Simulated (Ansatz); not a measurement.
**By hand: formation energy of NbC (rock salt, Fm-3m) from the elements**

We look at the formation energy of NbC (rock salt, Fm-3m) from the elements. Reaction: C (graphite) + Nb (bcc) → NbC (rock salt). Negative: the products are lower in energy. The value is per atom of the solid.

NbC (rock salt, Fm-3m), 2 atoms in the cell; spin state with PBE: run without spin. Conventional cell: a = 4.4497 Å, b = 4.4497 Å, c = 4.4497 Å, α = 90.00°, β = 90.00°, γ = 90.00°.

Method: Ansatz (a first-principles code), PAW, neutral cells at 0 K with nuclei at rest, on structures from PBE+D3(BJ). Ansatz runs with its PAW set soft_1. Other levels take these structures. The lattices are those relaxed with PBE+D3(BJ), so at other levels the solids can be strained, which adds to the spread.

Total energies of the cells in eV, at zero smearing width. They compare only within one column; the weights balance every element.

| cell | atoms | weight | PBE+D3(BJ) | RPBE |
|---|---|---|---|---|
| NbC (rock salt) | 2 | +4 | -4805.32901 | -4812.45196 |
| C (graphite) | 4 | −1 | -1004.33948 | -1008.87321 |
| Nb (bcc) | 1 | −4 | -4553.06231 | -4559.18248 |

PBE+D3(BJ): 4 × (-4805.32901) − (-1004.33948) − 4 × (-4553.06231) = -4.727 eV; dividing by 8 atoms gives -0.59 eV/atom.

RPBE: 4 × (-4812.45196) − (-1008.87321) − 4 × (-4559.18248) = -4.205 eV; dividing by 8 atoms gives -0.53 eV/atom.

What follows from the PBE+D3(BJ) value: A formula unit of NbC has 2 atoms, so it forms with -0.5909 × 2 = -1.182 eV, or -114.0 kJ/mol at 96.485 kJ/mol per eV.
